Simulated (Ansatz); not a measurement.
The parent structure is MgB$_{2}$ (space group P6/mmm, No. 191; a = 3.0632 Å, c = 3.4999 Å).

All numbers come from Kohn–Sham DFT with the PBEsol functional, run in Ansatz (a first-principles code) with PAW and 420 eV plane waves, no SOC.

One change was made to it. Results:

The density increases by 0.17 g/cm³ (2.68 g/cm³ → 2.85 g/cm³); the c/a ratio shrinks by 0.016, from 1.143 to 1.127.

Problem. What was done to the base?
A) pressure 10 GPa
B) pressure 5 GPa
C) pressure 3 GPa
D) pressure 1.5 GPa

Solution. A, pressure 10 GPa. For comparison, the density in the other runs: pressure 5 GPa gives 2.77 g/cm³; pressure 3 GPa gives 2.73 g/cm³; pressure 1.5 GPa gives 2.71 g/cm³.

Load acts through the strain it causes; cell and atoms are relaxed under it. Stability against distortions was not tested. Competing high-pressure phases were not computed. The final runs are not spin-polarised.
